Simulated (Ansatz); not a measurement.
The starting structures come from a database of crystals and need not be the phases stable at ambient conditions.

Input:

```yaml
crystal:
  lattice:
    - [5.69651, 0.00000, 0.00000]
    - [0.00000, 7.00668, 0.00000]
    - [2.84826, 2.33556, 1.64444]
  atoms:
    - { symbol: Ba, position: [0.00000, 0.99986, 0.00000] }
    - { symbol: Ti, position: [0.00000, 0.48667, 0.00000] }
    - { symbol: O, position: [0.00000, 0.51105, 0.50923] }
    - { symbol: O, position: [0.49077, 0.51105, 0.50923] }
    - { symbol: O, position: [0.50923, 0.02028, 0.98154] }
```

Space group of this cell: R3m. The cell is taken as given; by r2SCAN its mean pressure is -1.8 GPa.

Transport runs along the normal of the first two printed cell vectors, the (100) plane of the conventional cell.

The gap is the functional's own. No spin-orbit coupling. Mid-gap values are interpolated on the energy grid.

Question: Estimate the band gap and the smallest decay constant κ at mid-gap that r2SCAN run with Ansatz (an electronic-structure program) returns for this system.

Answer: Gap 2.75 eV on a 18×18×18 mesh; κ = 0.357 1/Å, at (0.167, 0.000) of the in-plane reciprocal vectors. At the zone centre, at the nearest computed energy, the slowest state has κ = 0.36 1/Å.
